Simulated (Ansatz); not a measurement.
## BeNi (Pm-3m, No. 221, 2 atoms in the cell; start mp-1033)

Calculation: PBEsol (plane waves, PAW; Ansatz, a first-principles code).

Numerical settings: plane-wave cutoff 520 eV, 22×22×22 k mesh, Fermi–Dirac smearing 0.05 eV, no spin polarisation, scalar-relativistic PAW data made under PBE.

Cell (relaxed at this level):

```xyz
2
Lattice="2.5834 0.0000 0.0000 0.0000 2.5834 0.0000 0.0000 0.0000 2.5834" Properties=species:S:1:pos:R:3 pbc="T T T"
Be     0.0000     0.0000     0.0000
Ni     1.2917     1.2917     1.2917
```

For BeNi (Pm-3m, No. 221, 2 atoms in the cell; start mp-1033), the bulk modulus B0 is 198 GPa.

Note: the run has no spin polarisation, so it can have missed a magnetic state; the bulk modulus is −V dP/dV from two relaxed cells at ±2 % in volume; the relaxation could not lower the start's symmetry, so the cell can be a saddle point above a distorted one.

Cost on a shared machine: roughly 24 core-seconds.

A start named mp-… is a Materials Project structure, which need not be a measured phase.
